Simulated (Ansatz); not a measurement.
**A computed series for ZnS: response to strain**

The reference is ZnS in the zinc blende structure (space group F-43m, No. 216; a = 5.3891 Å). Axes: x, y, z lie along the cube axes.

Strains are applied to the cell and any free atomic positions relax.

Calculations: r2SCAN (Ansatz, a first-principles code), no spin-orbit coupling.

Notes on the quantities. pressure: mean of the normal stresses, compression positive; energy relative to the base: free energy F.

```
case                            shortest interatomic distance  band gap   pressure  energy relative to the base
------------------------------  -----------------------------  --------  ---------  ---------------------------
base                                                  2.334 Å   2.70 eV   0.00 GPa                   0 meV/atom
uniaxial strain ε_zz = +0.50 %                        2.337 Å   2.67 eV  -0.39 GPa                +0.2 meV/atom
uniaxial strain ε_zz = +1.00 %                        2.341 Å   2.64 eV  -0.77 GPa                +0.7 meV/atom
uniaxial strain ε_zz = +1.50 %                        2.345 Å   2.62 eV  -1.14 GPa                +1.5 meV/atom
uniaxial strain ε_zz = +2.00 %                        2.349 Å   2.59 eV  -1.50 GPa                +2.6 meV/atom
uniaxial strain ε_zz = +2.50 %                        2.353 Å   2.56 eV  -1.85 GPa                +4.0 meV/atom
uniaxial strain ε_zz = +3.00 %                        2.357 Å   2.53 eV  -2.20 GPa                +5.8 meV/atom
```

No phonon test of stability was made.
